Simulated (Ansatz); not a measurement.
The reference is Os in the hcp (Mg type) structure (space group P6_3/mmc, No. 194; a = 2.755 Å, c = 4.344 Å).

(Cell as relaxed with PBE.)

Levels (all Ansatz, an electronic-structure program, PAW, earlier PAW set): PBE (420 eV, scalar-relativistic without spin-orbit coupling); r2SCAN (500 eV, no spin-orbit coupling).

Each level relaxes its own structure.

```csv
quantity,PBE,r2SCAN
volume per atom,14.28 Å³,___
lattice parameter a,2.755 Å,___
lattice parameter c,4.344 Å,___
band gap,zero,___
```

Problem. What does r2SCAN give?

Solution. 
- volume per atom, r2SCAN: 14.02 Å³
- lattice parameter a, r2SCAN: 2.739 Å
- lattice parameter c, r2SCAN: 4.317 Å
- band gap, r2SCAN: zero

PBE's volume per atom lies 0.255 Å³ above r2SCAN's (1.8 %); PBE's lattice parameter a lies 0.016 Å above r2SCAN's (0.6 %); PBE's lattice parameter c lies 0.0276 Å above r2SCAN's (0.6 %); the two agree on the band gap. Neither level is exact; r2SCAN is the comparison here, not a measurement.

No phonon test of stability was made. The final runs are not spin-polarised.
